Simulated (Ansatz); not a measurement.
The reference is SiS2 (space group Ibam, No. 72; a = 6.366 Å, b = 11.113 Å, c = 5.593 Å; made of chains).

Method: Ansatz (an electronic-structure program) PBE, no spin-orbit coupling.

Before the change:

- Pressure = 0.00 GPa

It is then changed as follows: the cell is scaled by 0.9908 in all directions, atoms relaxed at fixed cell.

### Question
What happens to the pressure?

### Answer
The pressure (mean of the normal stresses, compression positive) goes from zero to 0.33 GPa.

### Question
How does this affect the largest internal atomic displacement?

### Answer
The largest internal atomic displacement is 0.021 Å.

The cells carry an imposed strain or load. Whether these cells are dynamically stable was not tested. No dispersion term is included, though the crystal is made of layers, chains or molecules, so its spacings can come out too wide.
